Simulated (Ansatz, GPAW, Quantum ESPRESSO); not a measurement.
**One structure in several programs: Yb (Fm-3m, 1 atom in the cell)**

Self-consistent single point.

```yaml
crystal:
  lattice:
    - [0.00000, 2.72463, 2.72463]
    - [2.72463, 0.00000, 2.72463]
    - [2.72463, 2.72463, 0.00000]
  atoms:
    - { symbol: Yb, position: [0.00000, 0.00000, 0.00000] }
```

Shared settings, as Ansatz (a first-principles code) writes them: kpoints.mp_grid.grid = 10 10 10; scf.occupations.method = fermi_dirac; scf.occupations.width = 0.1 eV. Potentials and cutoffs stand in the table.

| code | model | pressure (GPa) | cutoff |
|---|---|---|---|
| GPAW | LDA (Perdew-Wang 92), GPAW PAW datasets LDA (gpaw-data 1.0.1) | -4.18 | 800 eV |
| Quantum ESPRESSO | LDA (PZ), SSSP 1.1.2 efficiency (PBE) pseudopotentials | -5.18 | 50 Ry |
| Ansatz | LDA (PW92), PAW files made with PBE | -4.34 | 420 eV |

On Ansatz's run: spin-orbit coupling is off. Spin polarisation is off.

The spread over the programs that give each value: pressure within 1.00 GPa.

Ansatz's pressure is given at a fixed set of plane waves, as the other plane-wave codes print theirs; with its correction for the finite basis it is -4.27 GPa. The same LDA comes in different parametrisations, which differ slightly.

The starting cell comes from a database of computed structures (which also holds hypothetical and non-ambient phases and stackings), without a prior relaxation at this level.

Left out of this page: Elk and FLEUR (not drawn, or without a comparable value).

Keys are those of Ansatz 0.2.
